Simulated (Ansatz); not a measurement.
**The (111)B surface of zinc-blende AlP, P-terminated, 2x2 with 3 H on 4 top atoms (bottom of the slab: 3 H on 4 bottom sites)**

These are PBE (plane waves to 420 eV, PAW; Ansatz, an electronic-structure program) values and carry that method's errors.

Model: 46-atom slab, 16.5 Å thick at the start with caps and adatoms, 3x3x1 mesh, Fermi-Dirac 0.025 eV, dipole correction, 8 atoms held, the rest relaxed; symmetry of the start imposed; no spin, no spin-orbit, no U.

* **gap of the slab on its k-mesh**: 1.53 eV
* **highest filled level below the top vacuum level**: 5.14 eV
* **energy released by relaxation**: 1.00 eV
* **cost**: roughly 4 core-minutes
